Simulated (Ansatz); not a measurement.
Take CaO in the rock salt structure (space group Fm-3m, No. 225) as the base.

```
CaO
1.0
    0.00000     2.38356     2.38356
    2.38356     0.00000     2.38356
    2.38356     2.38356     0.00000
Ca O
1 1
Cartesian
  0.00000   0.00000   0.00000
  2.38356   2.38356   2.38356
```

Cartesian axes are those of the cell as printed.

All numbers come from Ansatz (an electronic-structure program), PBEsol, PAW, cutoff 420 eV, no spin-orbit coupling.

Strains are applied to the cell and any free atomic positions relax.

One change was made to it. Results:

The band gap falls by 0.097 eV (3.54 eV → 3.45 eV); the electron mass changes from 1.4 mₑ along k, 0.42 mₑ across (at X) to 1.4 mₑ along k, 0.41 mₑ across (at X).

Question: Which change produced these results?
A) uniaxial strain ε_zz = −2.00 %
B) uniaxial strain ε_zz = +2.50 %
C) uniaxial strain ε_zz = +0.50 %
D) uniaxial strain ε_zz = −0.50 %
E) uniaxial strain ε_zz = +1.00 %

Answer: A, uniaxial strain ε_zz = −2.00 %. For comparison, the band gap in the other runs: uniaxial strain ε_zz = −0.50 % gives 3.52 eV; uniaxial strain ε_zz = +1.00 % gives 3.53 eV; uniaxial strain ε_zz = +2.50 % gives 3.51 eV; uniaxial strain ε_zz = +0.50 % gives 3.54 eV.

Effective masses come from finite differences of ±0.01 Å⁻¹. Along k means along the line from Γ to the band edge. Stability against distortions was not tested.
